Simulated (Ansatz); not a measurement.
An Ansatz (a first-principles code) input (r2SCAN (Ansatz, PAW, spin-orbit coupling left out)):

Ansatz 0.2 input:
```yaml
crystal:
  lattice:
    - [4.2934372417, 0, 0]
    - [0, 4.2934372417, 0]
    - [2.1467186208, -2.1467186208, 3.0819173547]
  atoms:
    - { symbol: Cd, position: [0, 0, 0] }
    - { symbol: Se, position: [0.75, 0.75, 0.5] }
basis: { ecutwfc: 500, ecutrho_ratio: 4, xc_grid: 4, fft_grid_basis: typed }
kpoints: { mp_grid: { grid: [9, 9, 9] } }
hamiltonian:
  xc: r2scan
  dispersion: none
  pseudopotentials: { kind: paw }
scf: { occupations: { method: fermi_dirac, width: 0.05 } }
relax: { f_tol: 0.005, max_steps: 50, cell: { stress_tol: 0.01, fix: [a, b, gamma] } }
output: { forces: true, stress: true }
checkpoint: { write: state.ck, write_every: 1000 }
```

Task: Which symmetry and how many k-points will the program report, and about how many plane waves at Γ?

Result: Space group I-4m2 (ITA 119) with 8 operations, k-points 75 of 729, and 1443 plane waves at Γ.

Task: And the final pressure?

Result: 0.29 GPa (compression positive).

The cells carry an imposed strain or load. Stability against distortions was not tested. The cell was made from CdSe in the zinc blende structure (space group F-43m, No. 216) by this change: biaxial strain −1.00 %, plane normal [001], relaxed out of plane.
